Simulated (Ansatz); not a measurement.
C11b MoSi2: polycrystal shear modulus by level of theory

No measured value is used here.

| level (code) | value (GPa) | cell (Å³/atom) |
|---|---|---|
| LDA (Ansatz) | 194 | 13.06 |
| PBE (Ansatz) | 180 | 13.58 |
| PBEsol (Ansatz) | 191 | 13.27 |
| PBE-D3(BJ) (Ansatz) | 196 | 13.13 |

PBE-D3(BJ): the dispersion coefficients are held fixed in the derivatives. Each level is taken at its own relaxed cell. Ansatz's density-functional and Hartree–Fock values are scalar-relativistic unless marked +SOC, with PAW data made under PBE.

Ansatz is a program for electronic structure.
